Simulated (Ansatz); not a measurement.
Checking a run of Ansatz (a program for electronic structure) on LaGeI (P-3m1, 6 atoms in the cell). The aim is a self-consistent single point with DFT, r2SCAN, plane waves, default PAW files made with PBE.

Cell that was meant: a = 4.4055 Å, b = 4.4055 Å, c = 11.9207 Å, α = 90.00°, β = 90.00°, γ = 120.00°.

Part of the input:

Ansatz 0.2 input:
```yaml
  pseudopotentials: { kind: paw }
scf:
  occupations: { method: cold, width: 0.0037 Ry }
  max_iter: 40
  convergence: { dr2_threshold: 1.0e-22 eV }
output:
  forces: true
  eigenvalues: true
```

Output (repeated stretches shortened):

```
   [... lines left out ...]
PAW frozen core: I, regenerated for the run's functional
Initial density: superposition of atomic densities (neutral atoms: chi_scale 0, normalization atom), corrected by the library's trained network
Initial wavefunctions: pseudopotential atomic-orbital guess
Eigensolver: davidson
Functional: x = r2scan, c = r2scan; τ floored in thin density (d = 2e-4 eV/Å³)
SCF iter   1: F=—  HF=-36198.886525 eV  |F-HF|=—  |Δ(HF+E_count)|=         —  Δρ=7.99e-3  dr2=3.00e-1  dr2_τ=1.18e-2  ethr=1.77e-3  ⟨swp⟩=7.8  Hψ=2881  notcnv=0  defer=1
all-band conjugate gradients solve this SCF's bands
preconditioner: auto → LDOS
SCF iter   2: F=—  HF=-36199.003087 eV  |F-HF|=—  |Δ(HF+E_count)|=   1.17e-1  S|Δr|=    0.00e0  Δρ=6.84e-3  dr2=2.47e-1  dr2_τ=5.50e-3  ethr=3.57e-4  ⟨swp⟩=6.5  Hψ=1609  notcnv=0  defer=53
   [... lines left out ...]
SCF iter  25: F=-36198.927601 eV  HF=-36198.927601 eV  |F-HF|=2.18e-11  |Δ(HF+E_count)|=  2.91e-11  S|Δr|=    0.00e0  Δρ=6.98e-14  dr2=3.29e-23  dr2_τ=1.14e-24  ethr=1.00e-12  ⟨swp⟩=15.4  Hψ=2002  notcnv=0
the last iteration of the SCF fills more bands at one k-point than at another …
SCF 1 converged in 25 iterations: F = -36198.927601 eV  dr2 = 3.29e-23
Stability not checked (fill_not_monotonic)
Free energy (F): -36198.927601 eV
Internal energy: -36198.928027 eV  (E = F + TS)
E sigma→0 (E₀):  -36198.927743 eV
Entropy (-TS):   0.000426 eV (0.071 meV/atom)
Fermi energy:    8.917371 eV
--- Forces (eV/Å), atoms counted from 1 ---
  atom   1  La     0.00000000     0.00000000    -0.10065914
  atom   2  La    -0.00000000     0.00000000     0.10065914
  atom   3  Ge     0.00000000     0.00000000    -0.15175502
   [... lines left out ...]
  atom   6  I      0.00000000    -0.00000000    -0.01865561
--- Stress (GPa, compression-positive) ---
        0.434018       0.000000       0.000000
        0.000000       0.434018      -0.000000
        0.000000       0.000000      -0.227724
  P = ⅓ Tr σ = 0.2134 GPa (2.134 kbar)
  The stress holds the Pulay correction. Without it, at fixed plane waves, as pw.x and ABINIT print it: P = 0.1805 GPa
```

### Question
Can these results be used? Check the input.

### Answer
The results can be used. The input holds a threshold far tighter than needed, beside a limit on iterations, which can do harm: each further decade of the residual costs iterations, and near the noise of double precision and of the grids the loop may never get there. Here it did none. The run converged in 25 iterations, and against the sound input the free energy stays essentially unchanged (within 1 meV/atom), the pressure stays at 0.21 GPa and the largest force stays at 0.152 eV/Å. It cost iterations: the sound input took 9.

The sound input it was made from differs as follows (other fixes are possible):
```diff
-  max_iter: 40
-  convergence: { dr2_threshold: 1.0e-22 eV }
```

With that input, the run converged in 9 iterations: free energy E − TS (on the zero of these files) -36198.9276 eV; Fermi level (on the code's own zero) 8.92 eV; pressure 0.21 GPa; largest force (vector length) 0.152 eV/Å (DFT, r2SCAN, plane waves, default PAW files made with PBE).

On the sound input: the starting cell comes from a database of computed structures (which also holds hypothetical and non-ambient phases and stackings), without a prior relaxation at this level. Spin-orbit coupling is off. Ansatz's pressure includes its estimate of the finite-basis (Pulay) stress.
